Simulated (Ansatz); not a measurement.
System: Sn-vacancy pair (Sn on one host Ru site, one Ru site vacant) in hcp Ru (neutral cell). The step: Sn and the vacancy change places (Sn-vacancy distance between ideal sites 2.66 Å throughout); the atom moves 2.29 Å along (-0.58, -0.29, 0.43) of the unit cell; the moving atom starts with neighbours 2 Ru at 2.67, 2 Ru at 2.71, 2 Ru at 2.78, Ru at 2.79, 4 Ru at 2.86 Å and ends with 2 Ru at 2.67, 2 Ru at 2.71, 2 Ru at 2.78, Ru at 2.79, 4 Ru at 2.86 Å. A PBE band in Ansatz (plane-wave PAW, a 2×2×2 k-point mesh shifted by half a step along c, 36 host sites, 44 SCF runs with any check of the saddle's order, static, no finite-size correction) gives a forward barrier of 0.72 eV. The program found a first-order saddle point. Forms of the defect that were not tried may lie lower.

Single points at the band's start and saddle point can refine it. Rough cost of one point, in units of the band's mean SCF on the same machine:

| Level | Cost of one point |
|---|---|
| PBE, a 4×4×4 k-point mesh shifted by half a step along c | about 6 |
| r2SCAN at 500 eV, a 2×2×2 k-point mesh shifted by half a step along c | about 3 |

Question: Which of these move the barrier by more than 0.1 eV, and how far does each move it?

Answer: Not one does. PBE, a 4×4×4 k-point mesh shifted by half a step along c: +0.02 eV; r2SCAN at 500 eV, a 2×2×2 k-point mesh shifted by half a step along c: +0.01 eV. Each functional is compared with PBE at the same k-points.

Ansatz is an electronic-structure program.
